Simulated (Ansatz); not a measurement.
Consider HfB$_{2}$ (space group P6/mmm, No. 191; relaxed with 0.1 eV smearing).

```
HfB2
1.0
    3.12780     0.00000     0.00000
   -1.56390     2.70875     0.00000
    0.00000     0.00000     3.44608
Hf B
1 2
Direct
  0.00000   0.00000   0.00000
  0.33333   0.66667   0.50000
  0.66667   0.33333   0.50000
```

Cartesian axes are those of the cell as printed.

Calculations: PBEsol, PAW, 420 eV (Ansatz, a quantum-chemistry and plane-wave program; spin-orbit coupling left out).

For the base:

The volume per atom is 9.73 Å³ and the pressure is 0.0 GPa.

The change: biaxial strain +4.12 %, plane normal [001], relaxed out of plane (Cartesian); in-plane vectors clamped, the third vector and the atoms free.

Q: What happens to the volume per atom?

A: The volume per atom grows by 0.58 Å³, from 9.73 Å³ to 10.31 Å³.

Q: What does the calculation give for the pressure after the change?

A: The pressure (mean of the normal stresses, compression positive) goes from zero to -14.4 GPa.

Stability against distortions was not tested. The final runs are not spin-polarised.
